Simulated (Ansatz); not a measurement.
HfC (P6₃/mmc, No. 194, 4 atoms in the cell; start mp-1096993; a measured phase of this formula has another space group), treated with LDA in Ansatz (plane waves, PAW).

Output (set-up and result lines):

```
Relaxation: its limit of steps is 80 (relax.max_steps)
Crystal: 4 atoms, lattice volume = 46.737 Å³
Basis set: ecut = 520 eV, 1243 PW (Γ), exchange–correlation on 50×50×80 points (8 copies of the dense FFT grid, shifted against one another)
Bands: 36, of which v1, the nominal top of the filled ones, is band 30 counted from 1 (29 counted from 0)
Symmetry: 24 space group operations
Space group: P63/mmc (ITA 194), of the structure as read, at distance tolerance 3.6e-5 Å
k-points: 259 of 3888
Functional: x = slater, c = lda
SCF iter   1: F=—  HF=-31443.030849 eV  |F-HF|=—  |Δ(HF+E_count)|=         —  Δρ=1.40e-2  dr2=9.70e-2
SCF iter   2: F=—  HF=-31443.010655 eV  |F-HF|=—  |Δ(HF+E_count)|=   2.02e-2  Δρ=6.53e-3  dr2=1.45e-2
  ...
SCF 1 converged in 7 iterations: F = -31443.007334 eV  dr2 = 3.88e-8
Crystal: 4 atoms, lattice volume = 46.737 Å³
Initial density: handed on by an earlier stage of this run
SCF 2 converged in 5 iterations: F = -31443.007357 eV  dr2 = 3.19e-8
Crystal: 4 atoms, lattice volume = 46.737 Å³
SCF 3 converged in 5 iterations: F = -31443.007377 eV  dr2 = 4.73e-9
Crystal: 4 atoms, lattice volume = 46.737 Å³
SCF iter   5: F=—  HF=-31443.007377 eV  |F-HF|=—  |Δ(HF+E_count)|=  1.09e-11  Δρ=1.40e-7  dr2=8.74e-12
SCF iter   6: F=-31443.007377 eV  HF=-31443.007377 eV  |F-HF|=3.64e-12  |Δ(HF+E_count)|=  3.64e-12  Δρ=4.80e-8  dr2=7.89e-13
SCF 4 converged in 6 iterations: F = -31443.007377 eV  dr2 = 7.89e-13
SCF converged after 6 iterations
Free energy (F): -31443.007377 eV
Internal energy: -31443.002418 eV  (E = F + TS)
E sigma→0 (E₀):  -31443.004897 eV
Fermi energy:    21.897989 eV
--- Forces (eV/Å), atoms counted from 1 ---
  atom   1  Hf    -0.00000000    -0.00000000     0.00000000
  atom   2  Hf     0.00000000     0.00000000     0.00000000
  atom   3  C      0.00000000     0.00000000     0.00000000
  atom   4  C      0.00000000    -0.00000000     0.00000000
--- Stress (GPa, compression-positive) ---
        5.463250      -0.000000       0.000000
        0.000000       5.463250       0.000000
        0.000000       0.000000       5.464381
  P = ⅓ Tr σ = 5.4636 GPa (54.636 kbar)
```

### Question
Write an input file that could have produced this run (the log leaves some choices open).

### Answer
This is not unique; one that fits is 
Ansatz 0.2 input:
```yaml
crystal:
  lattice:
    - [3.2554459208, 0.0, 0.0]
    - [-1.6277229604, 2.8192988681, 0.0]
    - [0.0, 0.0, 5.092213839]
  atoms:
    - { symbol: Hf, position: [0.6666666667, 0.3333333333, 0.75] }
    - { symbol: Hf, position: [0.3333333333, 0.6666666667, 0.25] }
    - { symbol: C, position: [0.0, 0.0, 0.0] }
    - { symbol: C, position: [0.0, 0.0, 0.5] }
basis:
  ecutwfc: 520
  ecutrho_ratio: 4
  xc_grid: 2
kpoints:
  mp_grid: { grid: [18, 18, 12] }
hamiltonian:
  xc: lda
  dispersion: none
  pseudopotentials: { kind: paw }
scf:
  occupations: { method: fermi_dirac, width: 0.05 }
output:
  forces: true
  stress: true
  eigenvalues: true
relax:
  f_tol: 0.004
  escape_saddle: false
  max_steps: 80
  cell: { stress_tol: 0.02, fix: [volume] }
```

The cell is one volume of an energy–volume scan, off the minimum.

The PAW data were made under PBE.

Note: the relaxation could not lower the start's symmetry, so the cell can be a saddle point above a distorted one.

A start named mp-… is a Materials Project structure, which need not be a measured phase.

Ansatz is a quantum-chemistry and plane-wave program.
